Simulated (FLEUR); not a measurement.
Band structure of VOs (Pm-3m, 2 atoms in the cell).

```
CELL_PARAMETERS angstrom
      2.94266     0.00000     0.00000
      0.00000     2.94266     0.00000
      0.00000     0.00000     2.94266
ATOMIC_POSITIONS crystal
  V  0.00000 0.00000 0.00000
  Os 0.50000 0.50000 0.50000
```
Moments meant for the start (each program seeds them in its own way; μB, in the order of the atoms V Os): 2.0 0.0.

Computed with FLEUR with PBEsol, all-electron FLAPW (FLEUR), scalar-relativistic valence.

Settings: Kmax = 3.5 1/bohr; GmaxXC = 12.2 1/bohr; xcFunctional = PBEs; jspins = 2; l_soc = F; mode = hist; fermiSmearingEnergy = 0.00367493 Htr; mesh (inpgen div1-3) = 9 9 9; inpgen gamma flag = false; Gmax = 12.2 1/bohr; numbands = 0; maxIterBroyd = 15; imix = Anderson; alpha = 0.05.

The starting cell comes from a database of computed structures (which also holds hypothetical and non-ambient phases and stackings), without a prior relaxation at this level. Its lattice was rescaled by a random factor within 2.5 % of one. Spin-orbit coupling is off. Values depend on the basis (sphere radii, cutoffs, local orbitals), which need not be converged.

Levels in eV from the Fermi level, bands 10 to 17 of the first spin channel:
| point | 10 | 11 | 12 | 13 | 14 | 15 | 16 | 17 |
|---|---|---|---|---|---|---|---|---|
| Γ | -6.77 | -2.25 | -2.25 | -2.25 | 0.93 | 0.93 | 2.90 | 2.90 |
| X | -4.36 | -2.46 | -2.46 | -2.23 | -0.57 | -0.57 | -0.53 | 0.62 |
| M | -4.37 | -4.37 | 0.42 | 0.42 | 0.51 | 1.03 | 1.06 | 1.63 |
| R | -4.95 | -2.58 | -2.58 | -2.58 | 1.16 | 1.16 | 1.70 | 1.70 |
